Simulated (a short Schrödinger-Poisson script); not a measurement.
# Symmetric double-gate stack, HfO2 on p-type Si(100)

System: symmetric double-gate stack, HfO2 on p-type Si(100), at 400 K.

```
layer  material  thickness (nm)  Na (cm⁻³)
-----  --------  --------------  ---------
1          HfO2            10.4          -
2            Si              10       2e17
3          HfO2            10.4          -
```

The device is made up for the run: typed textbook-type constants, with dimensions and the other settings drawn at random. HfO2: permittivity 22, conduction-band edge (eV) 1.55, gap (eV) 5.7, electron mass (mₑ) 0.2. Si: permittivity 11.7, conduction-band edge (eV) 0, gap (eV) 1.124, Nv at 300 K (cm⁻³) 3.1e19.

Channel valleys (confinement mass, in-plane density-of-states mass, number): Δ2 0.916, 0.19, 2; Δ4 0.19, 0.417, 4. At the gates, both at one voltage, the conduction-band edge of layer 1 lies 1.71 eV − eVg above the Fermi level of the channel. Gaps are held at their typed values at every temperature. Mesh 0.03 nm at interfaces.

From a short Schrödinger-Poisson script (our own, NumPy): 1D Poisson equation in equilibrium, electrons quantum, Hartree (BenDaniel-Duke, 12 states a valley, the channel's in-plane mass for all, wave functions ending at the dielectric), parabolic valleys, classical holes, full ionisation, no traps, pinning or gate leakage.

```
Vg (V)  electrons (cm⁻²)  C (μF/cm²)  Δ2 E0 (meV)  Δ2 E1 (meV)  Δ4 E0 (meV)  Δ4 E1 (meV)
------  ----------------  ----------  -----------  -----------  -----------  -----------
-0.15             2.41e9      0.0113        326.2        337.9        341.9        400.6
-0.1             1.01e10      0.0470        276.7        288.3        292.3        351.1
-0.05            4.09e10       0.179        228.6        240.2        244.3        302.9
0                1.45e11       0.538        185.2        196.3        200.9        259.1
0.05             3.94e11        1.08        150.9        161.0        166.7        223.9
0.1              8.06e11        1.54        126.4        135.1        142.5        198.2
0.15             1.34e12        1.86        109.0        115.9        125.7        179.4
0.2              1.95e12        2.07         95.7        101.0        113.5        165.2
0.25             2.63e12        2.23         84.9         88.8        104.2        153.9
0.3              3.34e12        2.35         75.6         78.4         96.9        144.7
0.35             4.09e12        2.44         67.3         69.3         90.9        136.9
0.4              4.86e12        2.52         59.8         61.2         86.0        130.3
0.45             5.66e12        2.58         52.9         53.9         81.9        124.5
0.5              6.47e12        2.64         46.4         47.1         78.3        119.5
0.55             7.30e12        2.69         40.4         40.9         75.2        115.0
0.6              8.15e12        2.73         34.7         35.1         72.5        111.0
0.65             9.01e12        2.77         29.4         29.7         70.0        107.4
0.7              9.88e12        2.80         24.4         24.6         67.9        104.1
0.75             1.08e13        2.83         19.6         19.8         65.9        101.1
0.8              1.16e13        2.86         15.1         15.2         64.1         98.3
0.85             1.25e13        2.89         10.7         10.8         62.4         95.8
```

Subbands count from the Fermi level. The capacitance is that of both gates.
